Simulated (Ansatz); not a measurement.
Hypothetical Fm-3m MoTe2: response to strain

The reference is MoTe2 (space group Fm-3m, No. 225; a = 6.565 Å; a hypothetical phase, not in the database extracts checked; relaxed with 0.1 eV smearing). Axes: x, y, z lie along the cube axes.

Strains are applied to the cell and any free atomic positions relax; under biaxial strain the out-of-plane vector relaxes too.

Levels (all Ansatz, an electronic-structure program, PAW, earlier PAW set): PBEsol (420 eV, scalar-relativistic without spin-orbit coupling); r2SCAN (500 eV, scalar-relativistic without spin-orbit coupling); PBEsol+SOC (420 eV, with spin-orbit coupling).

Pressures by level, all at the geometries relaxed with PBEsol:

```csv
case,PBEsol,r2SCAN,PBEsol+SOC
base,0.0 GPa,3.6 GPa,0.1 GPa
"biaxial strain −2.48 %, plane normal [001], relaxed out of plane",2.3 GPa,6.0 GPa,2.4 GPa
isotropic strain −0.69 %,2.2 GPa,5.9 GPa,2.3 GPa
isotropic strain +2.65 %,-6.6 GPa,-3.5 GPa,-6.5 GPa
uniaxial strain ε_yy = −0.95 %,1.0 GPa,4.6 GPa,1.1 GPa
uniaxial strain ε_zz = −3.77 %,4.2 GPa,8.1 GPa,4.3 GPa
```

Single points use the geometry relaxed with PBEsol. Their cutoffs differ, which shifts pressures a little. The spin-orbit shifts are approximate. No phonon test of stability was made. The runs without spin-orbit coupling are not spin-polarised. MoTe2 has a high density of states at the Fermi level and may be magnetic at this level.
